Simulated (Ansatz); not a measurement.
Given:

```xyz
2
Lattice="0.0000 2.1753 2.1907 2.1753 0.0000 2.1907 2.1753 2.1753 0.0000" Properties=species:S:1:pos:R:3 pbc="T T T"
Si     1.0877     1.0877     1.0954
C      0.0000     0.0000     0.0000
```

Method: r2SCAN with spin-orbit coupling, rigid bands (plane waves, PAW; Ansatz, a quantum-chemistry and plane-wave program). Condition of this run: uniaxial stress zz = -2 GPa (compression positive) (the target of the relaxation). Geometry: cell and atoms relaxed with r2SCAN, then loaded as said.

### Question
What conductivity effective mass do dilute electrons have at 300 K?

### Answer
0.34 (x), 0.34 (y), 0.24 (z) mₑ.

### Question
What conductivity effective mass do dilute holes have at 300 K?

### Answer
0.65 (x), 0.65 (y), 0.72 (z) mₑ.

### Question
And the band gap?

### Answer
1.67 eV at this level; semilocal functionals usually fall short of the measured gap.

Rigid bands, one relaxation time for all states, no polarons.
